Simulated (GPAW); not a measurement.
# Several settings converged on the (001) slab of Te (cut from a parent of space group no. 152; 3 atoms in the cell)

```
Te
1.0
    4.43770     0.00000     0.00000
   -2.21885     3.84316     0.00000
    0.00000     0.00000    17.93360
Te
3
Cartesian
 -0.58356   1.01075   8.96680
  1.63529   2.83241  10.93359
  1.16712   0.00000   7.00000
```

Base method: LDA (Perdew-Wang 92), GPAW PAW datasets LDA (gpaw-data 1.0.1) (plane waves; GPAW).

Base settings: mode = pw; ecut = 600 eV; xc = LDA; kpts = 3 3 1; mesh shift (steps) = 0 0 0; occupations.name = fermi-dirac; occupations.width = 0.02 eV; nbands = -11; symmetry.symmorphic = false; symmetry.tolerance = 0.0005.

The count of work is k-points × plane waves × bands × iterations; it is no time. Core times come from one kind of shared machine, to one figure; runs under 30 s give none.

**The vacuum**

Moved along: nbands, convergence.bands.

The mesh stays at the base's, so the ladder's end is converged at best in this setting alone.

Only quantities that move along the ladder and can be compared are tabulated.

| vacuum between outermost atoms (Å) | free energy less the last step's (meV/atom) | largest difference of a force vector from the last step's (eV/Å) | count of work / last |
|---|---|---|---|
| 3.0 | -215.70 | 0.920 | 0.22 |
| 4.0 | -42.25 | 0.193 | 0.26 |
| 5.0 | -4.98 | 0.041 | 0.30 |
| 6.0 | 0.87 | 0.013 | 0.33 |
| 7.0 | 0.87 | 0.007 | 0.32 |
| 8.0 | 0.46 | 0.006 | 0.40 |
| 10.0 | 0.16 | 0.006 | 0.44 |
| 12.0 | 0.11 | 0.006 | 0.47 |
| 14.0 | 0.08 | 0.002 | 0.62 |
| 17.0 | 0.06 | 0.004 | 0.62 |
| 20.0 | 0.03 | 0.003 | 0.71 |
| 25.0 | 0.01 | 0.002 | 0.85 |
| 30.0 | 0.00 | 0.000 | 1.0 |

Smallest vacuum between outermost atoms (Å) that holds the forces within 0.01 eV/Å of the last step, with all finer ones: 7.0, at 0.32 of the last step's count of work; the step before is off by 0.013 eV/Å.

Smallest vacuum between outermost atoms (Å) that holds the free energy within 2 meV/atom of the last step, with all finer ones: 6.0, at 0.33 of the last step's count of work; the step before is off by 5.0 meV/atom.

**The k-point mesh**

Moved along: nbands, convergence.bands.

Only quantities that move along the ladder and can be compared are tabulated.

```csv
kpts,free energy less the last step's (meV/atom),largest difference of a force vector from the last step's (eV/Å),count of work / last,core time / last (rough)
2 2 1,151.04,0.626,0.039,–
3 3 1,-14.97,0.095,0.061,–
4 4 1,4.24,0.158,0.10,–
5 5 1,6.86,0.104,0.12,–
6 6 1,4.03,0.058,0.19,–
7 7 1,1.77,0.024,0.24,0.3
9 9 1,0.37,0.005,0.34,0.4
10 10 1,0.25,0.007,0.42,0.4
12 12 1,0.17,0.008,0.59,0.6
14 14 1,0.08,0.004,0.78,0.8
16 16 1,0.00,0.000,1.0,1
```

Coarsest kpts that holds the free energy within 2 meV/atom of the last step, with all finer ones: 7 7 1, at 0.24 of the last step's count of work and about 0.3 of the last step's time; the step before is off by 4.0 meV/atom.

Coarsest kpts that holds the forces within 0.02 eV/Å of the last step, with all finer ones: 9 9 1, at 0.34 of the last step's count of work and about 0.4 of the last step's time; the step before is off by 0.024 eV/Å.

**The plane-wave cutoff**

Moved along: nbands, convergence.bands.

The mesh stays at the base's, so the ladder's end is converged at best in this setting alone.

Only quantities that move along the ladder and can be compared are tabulated.

```csv
ecut,free energy less the last step's (meV/atom),largest difference of a force vector from the last step's (eV/Å),count of work / last
300 eV,38.68,0.002,0.16
360 eV,20.92,0.010,0.17
420 eV,9.24,0.012,0.23
510 eV,2.05,0.005,0.28
600 eV,0.33,0.010,0.42
720 eV,0.01,0.005,0.46
900 eV,0.00,0.001,0.65
1200 eV,0.00,0.000,1.0
```

Coarsest ecut that holds the free energy within 5 meV/atom of the last step, with all finer ones: 510 eV, at 0.28 of the last step's count of work; the step before is off by 9.2 meV/atom.

On the base run: the starting cell has typed, rounded lattice constants, without a prior relaxation at this level. The slab is cut from that crystal, and its faces are unrelaxed. Its lattice was rescaled by up to half a per cent. Spin polarisation is off, though cut faces can carry moments. In the base run, forces exceed 1 eV/Å.

Left out of this page: 1 run of the series outside the window shown, repeating another row's setting, or not comparable.
